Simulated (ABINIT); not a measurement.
# Pressure against volume in zinc-blende CdS (space group 216) (ABINIT, LDA)

```
CELL_PARAMETERS angstrom
      0.00000     2.79682     2.79682
      2.79682     0.00000     2.79682
      2.79682     2.79682     0.00000
ATOMIC_POSITIONS crystal
  Cd 0.00000 0.00000 0.00000
  S  0.75000 0.75000 0.75000
```

Method: LDA (PW92), norm-conserving pseudopotentials (PseudoDojo nc-sr-04 LDA standard) (plane waves; ABINIT 10.0.3). Settings: pseudos = [Cd.upf, S.upf]; ecut = 66 Ha; occopt = 3; tsmear = 0.00036749 Ha; ngkpt = 10 10 10; nshiftk = 1; shiftk = 0 0 0; potentials = PseudoDojo nc-sr-04 LDA standard; nband = 18; kptopt = 1; nstep = 80; tolvrs = 1e-12. The cell above is the first row's. The rows scale it uniformly. In all rows fractional positions and the k mesh are held.

| V (Å^3/atom) | P (GPa) |
|---|---|
| 21.8773 | ? |
| 22.3529 | 5.17 |
| 22.8285 | 3.34 |
| 23.3041 | 1.70 |
| 23.7797 | 0.24 |
| 24.2553 | -1.07 |
| 24.7309 | -2.24 |
| 25.2065 | -3.28 |
| 25.6821 | -4.22 |

### Question
Using a cubic, estimate the missing P at V = 21.8773 from the other rows, showing the fit.

### Answer
With u = V - 24.0, the rows have u = -1.6471, -1.1715, -0.6959, -0.2203, 0.2553, 0.7309, 1.2065, 1.6821. Least squares gives P = -0.387 - 2.7590·u + 0.3298·u² - 0.02629·u³. Residuals (row less fit): 0.000, 0.000, -0.002, 0.003, 0.000, -0.002, 0.002, 0.000; standard error 0.002 (degrees of freedom: 4). The fitted pressure is zero at V0 = 23.86, where dP/dV = -2.852, so B0 = -V0·dP/dV = 68.0 GPa. At the withheld row, u = -2.1227, so P = -0.387 - 2.7590 × (-2.1227) + 0.3298 × (-2.1227)² - 0.02629 × (-2.1227)³ = 7.207 GPa. The calculation gives 7.22 GPa, 0.013 GPa above the prediction (0.1 % of the range of P in the table). The row lies outside the fitted rows, so this is an extrapolation. From the scatter of the fitted rows alone, a prediction at this place has a standard error of 0.006 GPa, so the miss is 2.2 times that.

Carrying the step between the two nearest rows on in a straight line would have given 7.00, off by 0.22; series whose last step already gives the withheld value aren't shown. The scan was laid around a cell of about the measured size, scaled by a guess for this functional. This is a metastable polymorph. The runs keep the symmetry of the cell, so they don't test it for distortions. Cutoffs and mesh are single choices, not tested for convergence of this quantity. Series with a scatter that would blur these digits, or in which a gap closes, are not shown.
